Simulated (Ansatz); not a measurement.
# CdSe under a change: Cd → Cu

Start from CdSe in the wurtzite structure (space group P6_3mc, No. 186; a = 4.3401 Å, c = 7.0788 Å).

The change: full substitution Cd → Cu, then cell and atoms are relaxed.

Computed with DFT with r2SCAN, PAW potentials and a 500 eV plane-wave cutoff in Ansatz (a quantum-chemistry and plane-wave program), no spin-orbit coupling. k-mesh 14×14×7 (Γ-centred); smearing 0.05 eV (Fermi–Dirac), for the changed cell.

```
quantity                         base           changed        shift
-------------------  ----------------  ----------------  -----------
density                    5.50 g/cm³        5.88 g/cm³  +0.38 g/cm³
lattice parameter a          434.0 pm          376.3 pm     -57.7 pm
c/a ratio                       1.631             1.743       +0.112
space group          P6_3mc (No. 186)  P6_3mc (No. 186)            –
band gap                      1.10 eV              zero            –
```

Final structure:

```xyz
4
Lattice="3.7632 0.0000 0.0000 -1.8816 3.2590 0.0000 0.0000 0.0000 6.5575" Properties=species:S:1:pos:R:3 pbc="T T T"
Cu     1.8816     1.0863     6.5047
Cu     0.0000     2.1727     3.2259
Se     1.8816     1.0863     4.1526
Se     0.0000     2.1727     0.8738
```

Stability against distortions was not tested. As relaxed here, CuSe is a hypothetical phase, not in the database extracts checked. All final runs are without spin polarisation.
